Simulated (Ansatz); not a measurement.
# Effect of 6 layers on AlCo

The reference is AlCo in the CsCl type structure (space group Pm-3m, No. 221; a = 2.824 Å; weakly magnetic (sensitive to the mesh)). Axes: x, y, z lie along the cube axes.

It is then changed as follows: a free-standing slab of 6 layers (12 atoms, 2 a layer) is cut normal to [110], with 15 Å of vacuum and the in-plane cell held at bulk.

Calculations: Ansatz (a quantum-chemistry and plane-wave program) r2SCAN, no SOC. k-mesh 16×12×1 (Γ-centred); smearing 0.05 eV (Fermi–Dirac), for the changed cell.

| quantity | base | changed | shift |
|---|---|---|---|
| layer's space group (with vacuum) | – | Pmma (No. 51) | – |
| shortest interatomic distance | 2.446 Å | 2.414 Å | -0.032 Å |
| band gap | zero | zero | – |
| magnetic state | weakly magnetic (sensitive to the mesh) | ferromagnetic | – |
| largest site moment | 0.13 μB | 1.18 μB | +1.05 μB |
| excess energy per area of both faces (slab less bulk energy over the cell's area: twice a surface energy) (uncertain by up to 0.2 J/m²) | – | 4.6 J/m² | – |
| thickness between the outermost nuclei | – | 10.08 Å | – |
| change of the spacing d12 from its bulk value of 1.997 Å | – | +1.0 % | – |
| change of the spacing d23 from its bulk value of 1.997 Å | – | 0.0 % | – |

Final structure:

```
CELL_PARAMETERS angstrom
      2.82389     0.00000     0.00000
      0.00000     3.99358     0.00000
      0.00000     0.00000    24.98396
ATOMIC_POSITIONS crystal
  Al 0.00000 0.25000 0.29818
  Co 0.50000 0.75000 0.30055
  Al 0.00000 0.75000 0.37892
  Co 0.50000 0.25000 0.38129
  Al 0.00000 0.25000 0.46010
  Co 0.50000 0.75000 0.46003
  Al 0.00000 0.75000 0.53990
  Co 0.50000 0.25000 0.53997
  Al 0.00000 0.25000 0.62108
  Co 0.50000 0.75000 0.61871
  Al 0.00000 0.75000 0.70182
  Co 0.50000 0.25000 0.69945
```

Cost of the whole job for the changed cell (relaxation, final SCF and bands): about 40 core-minutes (a rough figure).

The magnetic state is the one reached from the starting moments; the real material's order can differ, and small cells can't hold many antiferromagnetic ones. Slab and bulk use different k-meshes, which limits the precision of the excess energy. No phonon test of stability was made. Starting moments died away, wholly or in part, for the base; another magnetic solution may exist.
